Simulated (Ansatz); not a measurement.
Amorphous Hf18O37Mg, 56 atoms at 8.82 g/cm³, one PBE-relaxed geometry, zone centre. Methods: PBE, scalar-relativistic without spin-orbit coupling (Ansatz, a quantum-chemistry and plane-wave program); r2SCAN, scalar-relativistic without spin-orbit coupling (Ansatz); HSE06, scalar-relativistic without spin-orbit coupling (Ansatz). Plane waves to 420 eV (r2SCAN 500 eV); exact exchange is cut at the cell's faces. At PBE the levels at the filled edge of the gap are localised (band-tail or defect states), and the nearest spread-out levels lie 3.9 eV apart at the zone centre. All rungs ran without spin polarisation.

The cell was made by melting and quenching with the CHGNet potential and then relaxed with DFT. O atoms were pushed apart under 1.9 Å during the dynamics, to hinder bonds among them. The hot cell started wider than the set density and was brought back towards it in steps. It is the lowest in DFT energy of 2 quenches. It is a model cell: composition and starting density were chosen by hand, and all elements were melted together. No dispersion term was used. Its density started from a set value of 8.82 and ended at 8.82 g/cm³. The simulated quench (nominally 380 K/ps over its main leg) is rapid and tends to freeze in more defects than a deposited or slowly cooled glass has. One small periodic cell is one sample of the glass; other quenches scatter about these values. The volume was held where the preparation left it, at a PBE pressure of -0.3 GPa (tension). Stress components on the final sampling reach 1.4 GPa.

The relaxation ran on the zone centre alone. At PBE the level gap is 3.57 eV on a 2×2×2 Γ-centred mesh, and the spacing at the zone centre alone 3.57 eV.

**Question.** What zone-centre spacing does r2SCAN give, roughly?

**Answer.** 4.02 eV (+0.45 eV against PBE).

**Question.** What zone-centre spacing does HSE06 give, roughly?

**Answer.** 5.09 eV (+1.52 eV against PBE).

The highest filled and the lowest empty state spread over these numbers of atoms (participation numbers): PBE: 6.6 and 26.1; r2SCAN: 6.5 and 24.1; HSE06: 6.8 and 25.2.
